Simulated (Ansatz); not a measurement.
# Fermi-surface data of RhAl (Pm-3m)

```yaml
crystal:
  lattice:
    - [2.97184, 0.00000, 0.00000]
    - [0.00000, 2.97184, 0.00000]
    - [0.00000, 0.00000, 2.97184]
  atoms:
    - { symbol: Al, position: [0.50000, 0.50000, 0.50000] }
    - { symbol: Rh, position: [0.00000, 0.00000, 0.00000] }
```

Calculation: PBEsol, rigid bands (plane waves, PAW, scalar-relativistic; Ansatz, a program for electronic structure). Geometry: cell and atoms relaxed with PBEsol.

```yaml
density of states at the Fermi level: 0.464 states/(eV·cell), both spins
bare Sommerfeld coefficient: 0.55 mJ/(mol of atoms·K²)
drude_plasma_energy: 4.9 eV
root-mean-square Fermi velocity: 7.2e5 m/s
resistivity times τ: 20 ×10⁻²² Ω·m·s
```

A metal at this level (no band gap); rigid bands, thermally averaged at 300 K, both spins. Spin-orbit coupling is left out. τ is one relaxation time for all states.

Computed structure with no diffraction record at hand here (it may be known, metastable or hypothetical): RhAl (Pm-3m).
